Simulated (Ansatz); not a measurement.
We consider Li2MnO3 (C2/m, No. 12), described by LDA in Ansatz (PAW).

Run with plane-wave cutoff 520 eV, 8×8×8 k mesh, Fermi–Dirac smearing 0.01 eV, spin-polarised with parallel moments, scalar-relativistic PAW data made under PBE.

Response to compression and expansion:

Shape and atoms are relaxed at each volume.

```csv
V (Å³/atom),P (GPa),direct gap at Γ (eV),smallest gap on the k mesh (eV)
7.452,6.14,1.740,0.998
7.607,2.90,1.745,1.030
7.763,0.00,1.748,1.060
7.918,-2.59,1.747,1.087
8.073,-4.91,1.743,1.111
```

The fundamental gap (1.06 eV at the equilibrium volume, with added k points) lies elsewhere than Γ–Γ.

Note: the magnetic order was assumed, not searched for or taken from measurement; the relaxation could not lower the start's symmetry, so the cell can be a saddle point above a distorted one; the volume lies 6 % below that of the published cell; without U or exact exchange, gaps and moments of open d shells tend to come out too small; the bulk modulus comes from volumes at which shape and atoms were relaxed.

Ansatz is an electronic-structure program.
